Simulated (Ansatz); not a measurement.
The reference is KTaO$_{3}$ in the cubic perovskite structure (space group Pm-3m, No. 221; a = 4.023 Å).

One thing is altered: a negative pressure, −1 GPa.

Levels (all Ansatz, a quantum-chemistry and plane-wave program, PAW, earlier PAW set): PBE (420 eV, scalar-relativistic without spin-orbit coupling); r2SCAN (500 eV, no spin-orbit coupling); HSE06 (420 eV, no spin-orbit coupling); PBE+SOC (420 eV, with spin-orbit coupling).

At the geometry relaxed with PBE, these levels gave the following band gaps, in shuffled order: (a) 2.02 eV, (b) 2.56 eV, (c) 3.50 eV, (d) 2.16 eV.

Match each gap to its level.

(a) PBE+SOC; (b) r2SCAN; (c) HSE06; (d) PBE.

Single points use the geometry relaxed with PBE. HSE06 was sampled on its mesh, a few special points and the semilocal edge points, so its gap is an upper bound. Differences between runs with and without spin-orbit coupling are approximate. Spin-orbit coupling, missing from the scalar runs, can matter with Ta. Load acts through the strain it causes; cell and atoms are relaxed under it. Stability against distortions was not tested.
